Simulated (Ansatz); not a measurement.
**hypothetical CsCl type TiAs with two functionals**

Base system: TiAs in the CsCl type structure (space group Pm-3m, No. 221; a = 3.1945 Å; a hypothetical phase, not in the database extracts checked).

(Cell as relaxed with PBE.)

Levels (all Ansatz, a first-principles code, PAW): PBE (420 eV, spin-orbit coupling left out); r2SCAN (500 eV, scalar-relativistic without spin-orbit coupling).

Each level relaxes its own structure.

```csv
quantity,PBE,r2SCAN
volume per atom,16.30 Å³,16.11 Å³
lattice parameter a,3.194 Å,3.182 Å
band gap,zero,zero
```

PBE's volume per atom lies 0.19 Å³ above r2SCAN's (1.2 %); PBE's lattice parameter a lies 0.012 Å above r2SCAN's (0.4 %); the two agree on the band gap. Neither level is exact; r2SCAN is the comparison here, not a measurement.

No phonon test of stability was made. The final runs are not spin-polarised. An odd electron count without spin: TiAs. TiAs has a high density of states at the Fermi level and may be magnetic at this level.
